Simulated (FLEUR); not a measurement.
FLEUR run on RbBr (Fm-3m, 2 atoms in the cell): self-consistent single point.

Method: PBE, all-electron FLAPW (FLEUR), scalar-relativistic valence.

The change in words: lattice scaled by 0.98. Reference geometry:
```xyz
2
Lattice="0.0000 3.4525 3.4525 3.4525 0.0000 3.4525 3.4525 3.4525 0.0000" Properties=species:S:1:pos:R:3 pbc="T T T"
Rb     0.0000     0.0000     0.0000
Br     3.4525     3.4525     3.4525
```

Reference input (self-consistent single point, DFT, PBE, all-electron FLAPW (FLEUR), scalar-relativistic valence): Kmax = 4.5 1/bohr; GmaxXC = 22.5 1/bohr; xcFunctional = pbe; jspins = 1; l_soc = F; mode = hist; fermiSmearingEnergy = 0.0001 Htr; mesh (inpgen div1-3) = 7 7 7; inpgen gamma flag = false; Gmax = 22.5 1/bohr; numbands = 0; maxIterBroyd = 15. This run's input differs from it in these lines:

```diff
@@ -3,5 +3,5 @@
 &input film=f /
-0.0000000000 3.4524940000 3.4524940000
-3.4524940000 0.0000000000 3.4524940000
-3.4524940000 3.4524940000 0.0000000000
+0.0000000000 3.3834440000 3.3834440000
+3.3834440000 0.0000000000 3.3834440000
+3.3834440000 3.3834440000 0.0000000000
 1.8897261246
@@ -43,5 +43,5 @@
          <bravaisMatrix>
-            <row-1>    0.0000000000000000     6.5242681068247528     6.5242681068247528</row-1>
-            <row-2>    6.5242681068247528     0.0000000000000000     6.5242681068247528</row-2>
-            <row-3>    6.5242681068247528     6.5242681068247528     0.0000000000000000</row-3>
+            <row-1>    0.0000000000000000     6.3937825179211218     6.3937825179211218</row-1>
+            <row-2>    6.3937825179211218     0.0000000000000000     6.3937825179211218</row-2>
+            <row-3>    6.3937825179211218     6.3937825179211218     0.0000000000000000</row-3>
          </bravaisMatrix>
```

Log, with long lists cut:

```
 Iteration:     1   Distance:       3.14958211 me/bohr^3
 Iteration:     2   Distance:       2.82472070 me/bohr^3
 Iteration:     3   Distance:       1.36729497 me/bohr^3
 Iteration:     4   Distance:       0.66630662 me/bohr^3
 Iteration:     5   Distance:       0.61268323 me/bohr^3
   [... 8 lines left out ...]
 Iteration:    14   Distance:       0.00004204 me/bohr^3
 Iteration:    15   Distance:       0.00001217 me/bohr^3
 Iteration:    16   Distance:       0.00001140 me/bohr^3
 Iteration:    17   Distance:       0.00000551 me/bohr^3
 Run finished successfully
 Stop message:
   Structural relaxation: Done

[file out, last iteration]
             iter=     18
[...]
          total density-effective poten   -9.0015187058E+03
          total charge density-energy d   -1.9324205710E+02
 Updated energy parameters for spin:           1
[...]
 fermi energy and band-weighting factors:

[...]
FERMIE:
          first approx. to ef    (T=0)  :   0.040956 htr   (energy of the highest occ. eigenvalue)
          number of occ. states  (T=0)  :        260
          first approx. to seigv (T=0)  : -24.918912 htr
          sum of weights of occ. states :  13.000000
          sum of semicore charge        :   0.000000 e
FERHIS:  Fermi-Energy by histogram:
          bandgap                     :   0.164103 htr
   [... lines left out ...]
          charge neutrality (T=0)     :   0.000000    (zero if the highest occ. eigenvalue is "entirely" occupied)
 Direct bandgap for spin            1 :   0.16410317012188921       Htr
 ---->    free energy=                     -5588.2593286088 htr
   [... lines left out ...]
      extrapolation for T->0
 ---->    total electron energy=           -5588.2593286088 htr
 ***** TOTAL FORCES ON ATOMS *****
 TOTAL FORCE FOR ATOM TYPE=  1  X=  0.000   Y=  0.000   Z=  0.000
                       FX_TOT= 0.000000 FY_TOT= 0.000000 FZ_TOT= 0.000000
 TOTAL FORCE FOR ATOM TYPE=  2  X=  6.394   Y=  6.394   Z=  6.394
                       FX_TOT= 0.000000 FY_TOT= 0.000000 FZ_TOT= 0.000000
 Structural relaxation: Done
```

The run converged in 17 iterations. FLEUR gives forces in its relaxation mode, with a further iteration, so its stop message speaks of a relaxation. Against the reference run the free energy goes up by 17.3 meV/atom and the gap on the mesh goes from 4.309 to 4.465 eV.

The starting cell comes from a database of computed structures (which also holds hypothetical and non-ambient phases and stackings), without a prior relaxation at this level. Its lattice was rescaled by a random factor within 2.5 % of one. For this run, on top of that: lattice scaled by 0.98. Values depend on the basis (sphere radii, cutoffs, local orbitals), which need not be converged.

Cost on one core of a shared machine: roughly 3 min.
